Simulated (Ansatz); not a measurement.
Worked example: self-consistent single point of a (001) slab of Lu2SeO2 (cut from a parent of space group no. 164; 5 atoms in the cell) in Ansatz (a program for electronic structure).

Computed with PBEsol, default PAW files made with PBE (plane waves; Ansatz).

```
CELL_PARAMETERS angstrom
      3.72723     0.00000     0.00000
     -1.86361     3.22787     0.00000
      0.00000     0.00000    18.99871
ATOMIC_POSITIONS crystal
  Lu 0.33333 0.66667 0.60289
  Lu 0.66667 0.33333 0.39712
  Se 0.00000 0.00000 0.50000
  O  0.33333 0.66667 0.36845
  O  0.66667 0.33333 0.63155
```

Reference input (self-consistent single point, DFT, PBEsol, plane waves, default PAW files made with PBE): basis.ecutwfc = 420 eV; kpoints.mp_grid.grid = 7 7 1; hamiltonian.xc = pbesol; hamiltonian.pseudopotentials = {kind: paw} (the program's default PAW files); scf.occupations.method = fermi_dirac; scf.occupations.width = 0.02 eV. This run's input differs from it in these lines:

Ansatz 0.2 input:
```diff
@@ -12,3 +12,3 @@
 basis:
-  ecutwfc: 420.0
+  ecutwfc: 630.0
 kpoints:
```

Output (repeated stretches shortened):

```
SCF iter   1: F=—  HF=-35777.618821 eV  |F-HF|=—  |Δ(HF+E_count)|=         —  Δρ=6.63e-3  dr2=1.00e-1  ethr=1.77e-3  ⟨swp⟩=7.1  Hψ=1692  notcnv=0
all-band conjugate gradients solve this SCF's bands
preconditioner: auto → Resta (q_TF=auto, 2.281 Å⁻¹)
SCF iter   2: F=—  HF=-35777.599551 eV  |F-HF|=—  |Δ(HF+E_count)|=   1.93e-2  Δρ=3.09e-3  dr2=1.84e-2  ethr=1.28e-4  ⟨swp⟩=3.8  Hψ=850  notcnv=0  defer=20
   [... lines left out ...]
SCF iter   6: F=—  HF=-35777.596564 eV  |F-HF|=—  |Δ(HF+E_count)|=   1.99e-4  Δρ=9.75e-5  dr2=1.29e-5  ethr=5.04e-8  ⟨swp⟩=2.0  Hψ=671  notcnv=0  defer=20
SCF iter   7: F=—  HF=-35777.596579 eV  |F-HF|=—  |Δ(HF+E_count)|=   1.43e-5  Δρ=2.49e-5  dr2=1.20e-6  ethr=1.65e-8  ⟨swp⟩=2.0  Hψ=631  notcnv=0  defer=20
SCF iter   8: F=—  HF=-35777.596579 eV  |F-HF|=—  |Δ(HF+E_count)|=   3.53e-7  Δρ=1.30e-5  dr2=1.44e-7  ethr=1.54e-9  ⟨swp⟩=2.0  Hψ=661  notcnv=0  defer=20
SCF iter   9: F=-35777.596579 eV  HF=-35777.596579 eV  |F-HF|=3.33e-9  |Δ(HF+E_count)|=   1.01e-7  Δρ=4.43e-6  dr2=1.66e-8  ethr=1.28e-10  ⟨swp⟩=14.0  Hψ=2143  notcnv=0
SCF 1 converged in 9 iterations: F = -35777.596579 eV  dr2 = 1.66e-8
Free energy (F): -35777.596579 eV
Internal energy: -35777.596579 eV  (E = F + TS)
E sigma→0 (E₀):  -35777.596579 eV
Fermi energy:    3.146807 eV
--- Forces (eV/Å), atoms counted from 1 ---
  atom   1  Lu    -0.00000000    -0.00000000    -0.29556182
  atom   2  Lu     0.00000000     0.00000000     0.29556182
  atom   3  Se    -0.00000000    -0.00000000     0.00000000
  atom   4  O     -0.00000000    -0.00000000    -0.15675136
  atom   5  O     -0.00000000     0.00000000     0.15675136
--- Stress (GPa, compression-positive) ---
       -5.108657      -0.000000      -0.000000
        0.000000      -5.108657      -0.000000
       -0.000000      -0.000000      -0.260691
  P = ⅓ Tr σ = -3.4927 GPa (-34.927 kbar)
  The stress holds the Pulay correction. Without it, at fixed plane waves, as pw.x and ABINIT print it: P = -3.4946 GPa
```

The run converged in 9 iterations. Against the reference run the free energy falls by 3.5 meV/atom, the largest force moves little (0.297 to 0.296 eV/Å) and the gap on the mesh stays at 2.206 eV.

The starting cell comes from a database of computed structures (which also holds hypothetical and non-ambient phases and stackings), without a prior relaxation at this level. The slab is cut from that crystal, and its faces are unrelaxed. Its lattice was rescaled by up to half a per cent. Spin-orbit coupling is off. Spin polarisation is off, though cut faces can carry moments; a gap of a slab can lie between surface states.
